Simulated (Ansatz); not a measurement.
Base system: CdSe in the zinc blende structure (space group F-43m, No. 216; a = 6.082 Å).

Method: PBEsol (Ansatz, a program for electronic structure; PAW; 420 eV plane waves; no spin-orbit coupling).

Before the change:

| Item | Value |
|---|---|
| Electron mass | 0.049 mₑ (at Γ) |
| Pressure | 0.00 GPa |

One thing is altered: every lattice vector is shortened by 0.30 %; the atoms relax in the strained cell.

Estimate the effect on the electron mass.

The electron mass becomes 0.050 mₑ (at Γ) (base: 0.049 mₑ (at Γ)).

Estimate the effect on the energy relative to the base.

The energy grows by 0.4 meV/atom.

What does the calculation give for the pressure after the change?

The pressure goes from zero to 0.48 GPa.

The levels and masses belong to the bands next to the band gap. Masses are band curvatures over ±0.01 Å⁻¹ around the edge. No phonon test of stability was made.
